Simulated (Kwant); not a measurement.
System: wire with an antidot in a CdTe two-dimensional gas. Effective mass 0.096 mₑ, grid spacing 3.3 nm, hard walls, nominal width 80 nm (25 grid rows, so walls 85.8 nm apart), one parabolic valley, scattering region 240 nm long along x; energies count from the band bottom; Fermi energy swept from 0.00030601 to 0.004524 eV. Hard-wall hole of radius 14 nm, 0 nm off the axis.

The device is made up for the run: typed textbook-type constants, with dimensions and the other settings drawn at random.

Model: effective-mass tight-binding model on a square grid, one spin, coherent transport at 0 K (Kwant). Conductance is in e²/h.

Sweep values stay those of the base run.

The effective mass was swept, all else fixed.

| effective mass (mₑ) | G (e²/h) at E = 3.424 meV | G (e²/h) at E = 1.345 meV | mean G (e²/h) over the sweep | G (e²/h) at E = 2.384 meV |
|---|---|---|---|---|
| 0.058 | 0.0087 | 0.00047 | 0.017 | 0.0027 |
| 0.077 | 0.13 | 0.0012 | 0.087 | 0.0066 |
| 0.096 | 0.36 | 0.0022 | 0.26 | 0.052 |
| 0.12 | 1.06 | 0.0043 | 0.56 | 0.19 |

From the first row to the last the G at E = 3.424 meV goes from 0.0087 to 1.06. From the first row to the last the G at E = 1.345 meV goes from 0.00047 to 0.0043.
